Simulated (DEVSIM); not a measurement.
Structure: illuminated GaAs p-on-n cell, one wavelength, at 350 K.

Layer 1 from the left is GaAs, thickness (μm) 0.0730, Na (cm⁻³) 6.3e17, τn (s) 1.3e-11, τp (s) 4.1e-11, absorption coefficient (cm⁻¹) 33000. Layer 2 from the left is GaAs, thickness (μm) 3.20, Nd (cm⁻³) 4.1e15, τn (s) 6e-10, τp (s) 6e-10, absorption coefficient (cm⁻¹) 33000.

Left contact: ohmic, minority electron recombination velocity 40 cm/s. Right contact: ohmic, minority hole recombination velocity 2000 cm/s. Voltage is applied to the left contact. Recombination: SRH at mid-gap, radiative, Auger. Light enters at the left, 1.1e18 photons cm⁻² s⁻¹, one pass, no reflection. Mobility is μmin + (μ − μmin)/(1 + (N/Nref)^α).

The device is made up for the run: typed textbook-type constants, with dimensions and the other settings drawn at random. Values at 300 K; Nc and Nv go as T^1.5, mobilities as T to minus their exponent, the gap by Varshni's rule with the affinity fixed.

GaAs: gap (eV) 1.424, affinity (eV) 4.07, permittivity 12.9, Nc (cm⁻³) 4.7e17, Nv (cm⁻³) 9e18, μn (cm²/Vs) 8500, μp (cm²/Vs) 400, μn,min 500, μp,min 20, Nref,n 6e16, Nref,p 1.5e17, αn 0.39, αp 0.38, T exponent of μn 2.1, T exponent of μp 2.2, B (cm³/s) 2e-10, Cn (cm⁶/s) 1e-30, Cp (cm⁶/s) 1e-30, Varshni α (eV/K) 0.000541, Varshni β (K) 204.

DEVSIM, 1D drift-diffusion, Boltzmann statistics, complete ionisation; no tunnelling, impact ionisation, image-force lowering or self-heating.

What does the simulation give for the open-circuit voltage, the dark forward voltage at 100 A/cm², the dark forward voltage at 1 A/cm²?

open-circuit voltage 0.782 V; dark forward voltage at 100 A/cm² 1.049 V; dark forward voltage at 1 A/cm² 0.859 V.
